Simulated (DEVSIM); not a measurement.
Structure: Si p+/n-/n+ power diode, at 350 K.

```
layer (left to right)  material  thickness (μm)  Nd (cm⁻³)  Na (cm⁻³)  τn (s)  τp (s)
---------------------  --------  --------------  ---------  ---------  ------  ------
1                            Si            4.30          -     1.3e18  2.5e-5  2.5e-5
2                            Si            12.0     1.7e15          -  2.5e-5  2.5e-5
3                            Si            9.70     3.7e18          -  2.5e-5  2.5e-5
```

Left contact: ohmic. Right contact: ohmic. Voltage is applied to the left contact. Recombination: SRH at mid-gap, radiative, Auger. Mobility is constant in doping.

This is a model device: material constants are rounded textbook-type values typed into the input, and sizes, dopings and lifetimes were drawn at random. Values at 300 K; Nc and Nv go as T^1.5, mobilities as T to minus their exponent, the gap by Varshni's rule with the affinity fixed.

| parameter | Si |
|---|---|
| gap (eV) | 1.124 |
| affinity (eV) | 4.05 |
| permittivity | 11.7 |
| Nc (cm⁻³) | 2.86e19 |
| Nv (cm⁻³) | 3.1e19 |
| μn (cm²/Vs) | 1417 |
| μp (cm²/Vs) | 470 |
| T exponent of μn | 2.3 |
| T exponent of μp | 2.2 |
| B (cm³/s) | 4.7e-15 |
| Cn (cm⁶/s) | 2.8e-31 |
| Cp (cm⁶/s) | 9.9e-32 |
| Varshni α (eV/K) | 0.000473 |
| Varshni β (K) | 636 |

DEVSIM, 1D drift-diffusion, Boltzmann statistics, complete ionisation; no tunnelling, impact ionisation, image-force lowering or self-heating.

The doping Na of layer 1 was swept, all else fixed.

```json
[
 {"doping Na of layer 1 (cm^-3)": "3.9e16", "dark forward voltage at 1 A/cm² (V)": "0.516", "dark forward voltage at 100 A/cm² (V)": "0.685", "potential step across the device at zero bias (V)": "0.834"},
 {"doping Na of layer 1 (cm^-3)": "1.3e17", "dark forward voltage at 1 A/cm² (V)": "0.551", "dark forward voltage at 100 A/cm² (V)": "0.708", "potential step across the device at zero bias (V)": "0.870"},
 {"doping Na of layer 1 (cm^-3)": "3.9e17", "dark forward voltage at 1 A/cm² (V)": "0.582", "dark forward voltage at 100 A/cm² (V)": "0.733", "potential step across the device at zero bias (V)": "0.903"},
 {"doping Na of layer 1 (cm^-3)": "1.3e18", "dark forward voltage at 1 A/cm² (V)": "0.616", "dark forward voltage at 100 A/cm² (V)": "0.763", "potential step across the device at zero bias (V)": "0.939"},
 {"doping Na of layer 1 (cm^-3)": "3.9e18", "dark forward voltage at 1 A/cm² (V)": "0.645", "dark forward voltage at 100 A/cm² (V)": "0.789", "potential step across the device at zero bias (V)": "0.973"},
 {"doping Na of layer 1 (cm^-3)": "1.3e19", "dark forward voltage at 1 A/cm² (V)": "[?]", "dark forward voltage at 100 A/cm² (V)": "[?]", "potential step across the device at zero bias (V)": "1.009"}
]
```

### Question
What belongs in the gaps?

### Answer

- 1.3e19, dark forward voltage at 1 A/cm² (V): 0.671
- 1.3e19, dark forward voltage at 100 A/cm² (V): 0.814
